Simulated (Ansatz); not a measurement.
SnO (P4/nmm, No. 129, 8 atoms in the cell; start mp-545820) was calculated with PBEsol (Ansatz, a program for electronic structure, plane waves, PAW).

Numerical settings: plane-wave cutoff 520 eV, 10×10×4 k mesh (along the axes of the cell as run), Fermi–Dirac smearing 0.01 eV, scalar-relativistic PAW data made under PBE.

Cell (relaxed at this level):

```yaml
crystal:
  lattice:
    - [2.69069, -2.69063, 0.00000]
    - [2.69069, 2.69063, 0.00000]
    - [0.00000, 0.00000, 9.49448]
  atoms:
    - { symbol: Sn, position: [0.74996, 0.25004, 0.87130] }
    - { symbol: Sn, position: [0.25004, 0.74996, 0.12870] }
    - { symbol: Sn, position: [0.75004, 0.24996, 0.37130] }
    - { symbol: Sn, position: [0.24996, 0.75004, 0.62870] }
    - { symbol: O, position: [0.24998, 0.25002, 0.25000] }
    - { symbol: O, position: [0.75002, 0.74998, 0.75000] }
    - { symbol: O, position: [0.25002, 0.24998, 0.75000] }
    - { symbol: O, position: [0.74998, 0.75002, 0.25000] }
```

Question: Give the computed bulk modulus.

Answer: 
* **bulk modulus**: 34.1 GPa

The run finds no gap.

Note: the bulk modulus is −V dP/dV from two relaxed cells at ±2 % in volume; the relaxation could not lower the start's symmetry, so the cell can be a saddle point above a distorted one.

Spin–orbit coupling is not included; it can open a gap where bands touch, and shift volumes and moduli.

Static lattice: no zero-point or thermal effects.

It cost around 3 core-minutes (rough) of CPU time.

A start named mp-… is a Materials Project structure, which need not be a measured phase.
